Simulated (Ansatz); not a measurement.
The (110) face of monoclinic ZrO2 can be cut between different planes. Symmetric, stoichiometric slabs relaxed in the 1x1 cell (39.4 Å²): top plane 3 O, 0.16 Å over the next in the ideal cut; top plane O, 0.26 Å over the next in the ideal cut.

These are PBE (plane waves to 420 eV, PAW; Ansatz, a first-principles code) values and carry that method's errors.

### Question
Order them by surface energy (lowest first) at the level PBE.

### Answer
the cut with an outer spacing of 0.16 Å (1.18 J/m²), the cut with an outer spacing of 0.26 Å (1.50 J/m²)
